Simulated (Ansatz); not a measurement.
The structure below was relaxed with Kohn–Sham DFT with the PBEsol functional, run in Ansatz (a quantum-chemistry and plane-wave program) with PAW and 420 eV plane waves, no spin-orbit coupling, at pressure 9 GPa.

Space group I4/mmm (No. 139); a = b = 3.162 Å, c = 7.736 Å, α = β = γ = 90.00°

```
atom  site  symmetry       x       y       z
----  ----  --------  ------  ------  ------
Si      4e       4mm  0.0000  0.0000  0.3340
W       2a     4/mmm  0.0000  0.0000  0.0000
```

Q: Write out a cell with all atoms.

A: 
```
WSi2
1.0
    3.16162     0.00000     0.00000
    0.00000     3.16162     0.00000
    0.00000     0.00000     7.73622
Si W
4 2
Cartesian
  1.58081   1.58081   1.28449
  0.00000   0.00000   2.58362
  0.00000   0.00000   5.15260
  1.58081   1.58081   6.45173
  0.00000   0.00000   0.00000
  1.58081   1.58081   3.86811
```
This is the conventional cell.

Load acts through the strain it causes; cell and atoms are relaxed under it. Stability against distortions was not tested. Competing high-pressure phases were not computed. The final runs are not spin-polarised. The cell was made from WSi₂ (space group I4/mmm, No. 139) by this change: pressure 9 GPa.
